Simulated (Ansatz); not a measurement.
Data:

```
CELL_PARAMETERS angstrom
      2.71693     0.00000     0.00000
     -1.35846     2.35293     0.00000
      0.00000     0.00000     4.39602
ATOMIC_POSITIONS crystal
  Re 0.33333 0.66667 0.25000
  Re 0.66667 0.33333 0.75000
```

These are PBEsol, DFPT electron-phonon coupling, linearised Boltzmann equation (plane waves, PAW, scalar-relativistic; Ansatz, a program for electronic structure) values and carry that method's errors. Condition of this run: hydrostatic pressure 15 GPa (the target of the relaxation). How the cell was made: relaxed with this functional, without spin-orbit coupling, then loaded as said.

Predict λ, the logarithmic mean phonon energy and the superconducting Tc for μ* = 0.10 referred to 18.4 meV.

λ = 0.60, ħω_log = 17.0 meV, Tc 4.7 K from the anisotropic Eliashberg equations. μ* is a chosen number, and Tc is 5.8 K at 0.08 and 2.2 K at 0.16.

A metal at this level (no band gap). The phonons are harmonic. Spin-orbit coupling is left out, which matters with elements this heavy. For metals of groups 4 to 10, Tc at these values of μ* can lie well above the measured one. The self-energy correction of the phonons between q points moved λ by about 3 %. Halving the electron mesh (36x36x20) moves the coupling by up to 2 %, Tc by up to 4 %. Smearing 0.20 eV; phonons on a 6x6x3 q mesh, which this run doesn't test.
